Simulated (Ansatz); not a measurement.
# InP: pressure 2.1 GPa

Take InP in the zinc blende structure (space group F-43m, No. 216; a = 5.8269 Å) as the base.

Now apply this change: a hydrostatic pressure of 2.1 GPa.

Level of theory: Kohn–Sham DFT with the LDA functional, run in Ansatz (a first-principles code) with PAW and 420 eV plane waves, no SOC. Settings: 10×10×10 k-points, 0.05 eV Fermi–Dirac smearing.

The density grows by 0.14 g/cm³, from 4.89 g/cm³ to 5.03 g/cm³ and the lattice parameter a drops by 0.053 Å to 5.774 Å. The shortest interatomic distance falls by 0.023 Å to 2.500 Å and the band gap increases by 0.15 eV (0.58 eV → 0.73 eV). The gap character stays direct at Γ and the mean gap deformation potential ΔEg/Δln V comes out as -5.4 eV. The electron mass goes from 0.046 mₑ (at Γ) to 0.056 mₑ (at Γ) and the hole mass (degenerate bands, along [100]) goes from 0.046, 0.41, 0.41 mₑ (at Γ) to 0.056, 0.40, 0.40 mₑ (at Γ). The valley order (the lowest conduction-band minima on the path, energy above the VBM, named in the base's zone) becomes Γ 0.73 eV; L along ⟨111⟩ 1.42 eV; X along ⟨100⟩ 1.52 eV (base: Γ 0.58 eV; L along ⟨111⟩ 1.35 eV; X along ⟨100⟩ 1.57 eV).

Load acts through the strain it causes; cell and atoms are relaxed under it. Masses are band curvatures over ±0.01 Å⁻¹ around the edge. Whether these cells are dynamically stable was not tested. Tetrahedral semiconductors of this kind turn to denser phases somewhere between about 1 and 50 GPa; those were not computed, so compressed cells here can lie past the real transition.
